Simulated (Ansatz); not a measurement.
Take MgO in the rock salt structure (space group Fm-3m, No. 225; a = 4.214 Å) as the base. Axes: x, y, z lie along the cube axes.

Method: DFT with PBEsol, PAW potentials and a 420 eV plane-wave cutoff in Ansatz (a quantum-chemistry and plane-wave program), no SOC.

Strains are applied to the cell and any free atomic positions relax; under biaxial strain the out-of-plane vector relaxes too; under stress the whole cell relaxes.

One change was made to it. Results:

The band gap drops by 0.17 eV, from 4.62 eV to 4.45 eV; the energy goes up by 1.3 meV/atom.

**Question.** Which of these changes matches the shifts?
A. isotropic strain +0.91 %
B. biaxial strain +0.76 %, plane normal [111], relaxed out of plane
C. uniaxial stress, 8 GPa compression along z

**Answer.** B, biaxial strain +0.76 %, plane normal [111], relaxed out of plane. For comparison, the band gap in the other runs: isotropic strain +0.91 % gives 4.36 eV; uniaxial stress, 8 GPa compression along z gives 4.72 eV.

Stability under load was not tested beyond the relaxation.
